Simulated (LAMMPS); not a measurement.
Crystal growth and melting at the (001) interface of HgTe (zinc blende) with its melt.

All values are model results, not measurements: classical MD, pair style sw, file CdTeZnSeHgS0.sw (LAMMPS).

| T (K) | speed | direction |
|---|---|---|
| 570 | 4.9 ± 0.1 m/s | the crystal grows |
| 660 | 5.1 ± 0.2 m/s | the crystal grows |
| 760 | 3.2 ± 0.1 m/s | the crystal grows |
| 900 | -3.6 ± 0.2 m/s | the crystal melts back |
| 950 | -10.9 ± 0.9 m/s | the crystal melts back |

Measured melting point: 946.1 K (chemicals 1.5.2 (Python package), Misc/Physical Constants of Inorganic Compounds.csv; one source, unchecked).

Caution: the real compound melts congruently only under the pressure of its own vapour and loses its more volatile element when open.

Errors shown are sampling errors alone.
